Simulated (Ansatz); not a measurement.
The starting structures come from a database of crystals and need not be the phases stable at ambient conditions.

By PBEsol, the system below comes out a metal.

A figure of merit of an interconnect metal is its ballistic conductance per area.

Data:

```yaml
crystal:
  lattice:
    - [3.19052, 0.00000, 0.00000]
    - [1.59526, 4.23904, 0.00000]
    - [1.59526, -0.57470, 6.32703]
  atoms:
    - { symbol: P, position: [0.11322, 0.74856, 0.02500] }
    - { symbol: P, position: [0.88678, 0.25144, 0.97500] }
    - { symbol: P, position: [0.80059, 0.79920, 0.59962] }
    - { symbol: P, position: [0.19941, 0.20080, 0.40038] }
    - { symbol: W, position: [0.54903, 0.60896, 0.29298] }
    - { symbol: W, position: [0.45097, 0.39104, 0.70702] }
```

Space group of this cell: C2/m. The cell is strained (lengths along the current scaled by 0.97, ions clamped); by PBEsol its mean pressure is 4.0 GPa.

The current flows along the normal of the first two printed cell vectors. No spin-orbit coupling; the value is a mean over 0.1 eV about the Fermi level.

Problem. Give the ballistic conductance per area that PBEsol (Ansatz, a program for electronic structure) yields.

Solution. 0.45 × 10¹⁵ S/m² for both spins.
